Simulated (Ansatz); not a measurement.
Structures of equal composition on the (111) surface of fcc Al: a pseudomorphic layer of Zn in the host's stacking; a pseudomorphic layer of Zn in the other hollow. The slabs share one bottom face, and each structure is named by its start. These are constructed structures in small cells; real faces may alloy, dewet or reconstruct in larger ones, and not all known structures of the face are among them. Slabs of about 12 Å, Fermi-Dirac smearing of 0.1 eV. Bottom of the slabs: a bare face, its two planes held. Relaxed from the named starts with such symmetry as they have, on meshes of like density; energies extrapolated to zero smearing; spin only where a row says so; no spin-orbit coupling, no U. Brackets mark spin-polarised runs, whose order is one that fits the cell.

Level of theory: PBE (plane waves to 420 eV, PAW; Ansatz, a program for electronic structure).

Problem. Rank these by energy per 1x1 cell (lowest first), as PBE gives it.

Solution. a pseudomorphic layer of Zn in the host's stacking (0.000 eV), a pseudomorphic layer of Zn in the other hollow (0.039 eV)
